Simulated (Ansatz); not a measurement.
Worked example: self-consistent single point of MgH2 (P4_2/mnm, 6 atoms in the cell) in Ansatz (an electronic-structure program).

Computed with LDA (PW92), default PAW files made with PBE (plane waves; Ansatz).

```xyz
6
Lattice="4.5200 0.0000 0.0000 0.0000 4.5200 0.0000 0.0000 0.0000 3.0200" Properties=species:S:1:pos:R:3 pbc="T T T"
Mg     0.0000     0.0000     0.0000
Mg     2.2600     2.2600     1.5100
H      1.3741     1.3741     0.0000
H      3.6341     0.8859     1.5100
H      0.8859     3.6341     1.5100
H      3.1459     3.1459     0.0000
```

Reference input (self-consistent single point, DFT, PBE, plane waves, default PAW files): kpoints.mp_grid.grid = 5 5 7; hamiltonian.xc = pbe; hamiltonian.pseudopotentials = {kind: paw} (the program's default PAW files); scf.occupations.method = fermi_dirac; scf.occupations.width = 0.01 eV. This run's input differs from it in these lines:

Ansatz 0.2 input:
```diff
@@ -16,3 +16,3 @@
 hamiltonian:
-  xc: pbe
+  xc: lda
   pseudopotentials: { kind: paw }
```

Output (repeated stretches shortened):

```
SCF iter   1: F=—  HF=-3866.935361 eV  |F-HF|=—  |Δ(HF+E_count)|=         —  Δρ=1.26e-2  dr2=6.63e-2  ethr=1.77e-3  ⟨swp⟩=6.0  Hψ=2169  notcnv=0
all-band conjugate gradients solve this SCF's bands
preconditioner: auto → none
SCF iter   2: F=—  HF=-3866.907180 eV  |F-HF|=—  |Δ(HF+E_count)|=   2.82e-2  Δρ=4.06e-3  dr2=6.88e-3  ethr=2.76e-4  ⟨swp⟩=1.9  Hψ=675  notcnv=0  defer=15
   [... lines left out ...]
SCF iter   4: F=—  HF=-3866.904095 eV  |F-HF|=—  |Δ(HF+E_count)|=   1.29e-6  Δρ=4.01e-5  dr2=4.02e-7  ethr=2.69e-8  ⟨swp⟩=2.0  Hψ=684  notcnv=0  defer=36
iter 5 did not close the SCF: its close was put off for the readings that it lacked (scf_convergence_deferred on its scf_iter line)
SCF iter   5: F=-3866.904094 eV  HF=-3866.904094 eV  |F-HF|=1.94e-8  |Δ(HF+E_count)|=   3.00e-7  Δρ=9.64e-6  dr2=2.43e-8  ethr=1.67e-9  ⟨swp⟩=2.1  Hψ=629  notcnv=0  defer=36
SCF iter   6: F=-3866.904094 eV  HF=-3866.904094 eV  |F-HF|=1.68e-11  |Δ(HF+E_count)|=   9.22e-9  Δρ=2.85e-7  dr2=3.83e-11  ethr=1.01e-10  ⟨swp⟩=5.7  Hψ=1622  notcnv=0
SCF 1 converged in 6 iterations: F = -3866.904094 eV  dr2 = 3.83e-11
Free energy (F): -3866.904094 eV
Internal energy: -3866.904094 eV  (E = F + TS)
E sigma→0 (E₀):  -3866.904094 eV
Fermi energy:    3.452358 eV
--- Forces (eV/Å), atoms counted from 1 ---
  atom   1  Mg     0.00000000    -0.00000000     0.00000000
  atom   2  Mg     0.00000000     0.00000000     0.00000000
  atom   3  H      0.01670325     0.01670325     0.00000000
  atom   4  H      0.01670325    -0.01670325     0.00000000
  atom   5  H     -0.01670325     0.01670325     0.00000000
  atom   6  H     -0.01670325    -0.01670325     0.00000000
--- Stress (GPa, compression-positive) ---
       -2.601798       0.000000       0.000000
        0.000000      -2.601798       0.000000
        0.000000       0.000000      -3.223796
  P = ⅓ Tr σ = -2.8091 GPa (-28.091 kbar)
  The stress holds the Pulay correction. Without it, at fixed plane waves, as pw.x and ABINIT print it: P = -2.9189 GPa
```

The run converged in 6 iterations. Against the reference run the pressure goes from -0.21 to -2.81 GPa, the largest force goes from 0.018 to 0.024 eV/Å and the gap on the mesh goes from 3.932 to 3.580 eV.

The starting cell has typed, rounded lattice constants, without a prior relaxation at this level. Ansatz's pressure includes its estimate of the finite-basis (Pulay) stress.
